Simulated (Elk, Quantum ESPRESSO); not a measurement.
A Quantum ESPRESSO input for a self-consistent single point of V (Im-3m, 1 atom in the cell) (DFT, PBE, plane waves, SSSP 1.1.2 precision (PBE) pseudopotentials):

```fortran
&control
    calculation = 'scf'
    prefix = 'pwscf'
    outdir = './out'
    pseudo_dir = './'
    tprnfor = .true.
    tstress = .true.
/
&system
    ibrav = 3
    celldm(1) = 5.70239220
    nat = 1
    ntyp = 1
    ecutwfc = 65
    ecutrho = 520
    occupations = 'smearing'
    smearing = 'fd'
    degauss = 0.0073499
/
&electrons
    conv_thr = 1.0d-9
    mixing_beta = 0.3
/
ATOMIC_SPECIES
V     50.9415  v_pbe_v1.4.uspp.F.UPF
ATOMIC_POSITIONS crystal
V     0.00000000    0.00000000    0.00000000
K_POINTS automatic
15 15 15  0 0 0
```

Q: Translate this input to Elk.

A: This is the input that was run; spellings and numerical settings could be chosen otherwise.

```
tasks
  0

xctype
  20

rgkmax
  7.0

rmtscf
  0.97

stype
  3

swidth
  0.00367493

avec
   -2.8511961001    2.8511961001    2.8511961001
    2.8511961001   -2.8511961001    2.8511961001
    2.8511961001    2.8511961001   -2.8511961001

sppath
  './'

atoms
  1   : nspecies
  'V.in'   : spfname
  1   : natoms; atposl, bfcmt below
  0.0000000000  0.0000000000  0.0000000000    0.0 0.0 0.0

ngridk
  15 15 15
```

Basis, cutoffs, solver keys and any potentials are the target program's own. This input uses DFT, PBE, all-electron FP-LAPW, Elk's shipped species files, default APW+lo basis.

The starting cell has typed, rounded lattice constants, without a prior relaxation at this level. Its lattice was rescaled by a random factor within 2.5 % of one.
